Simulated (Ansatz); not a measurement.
CsCl-type RuAl was calculated with HSE06 (Ansatz, an electronic-structure program, plane waves, PAW).

Numerical settings: plane-wave cutoff 500 eV, 8×8×8 k mesh, Fermi–Dirac smearing 0.1 eV, no spin polarisation, scalar-relativistic PAW data made under PBE.

Computed at the level's own relaxed cell.

### Question
Estimate the equilibrium volume per atom and equilibrium lattice constant a that the calculation returns.

### Answer

* **equilibrium volume per atom**: 13.16 Å³/atom
* **equilibrium lattice constant a**: 2.974 Å

Measured, for comparison: lattice constant a 2.992 Å (temperature not stated, copied from a table, unchecked, no zero-point or thermal correction; as tabulated in Acta Metallurgica 41, 863 (1993)). Computed (rounded) less measured: lattice constant a not scored (unchecked). A static lattice is as a rule a little smaller and stiffer than an uncorrected measurement, which narrows the difference in the lattice constant a and would widen misses of the other sign.

Note: exact exchange on metals is sensitive to the k mesh and can open a false gap.

Computed values are for the static lattice.
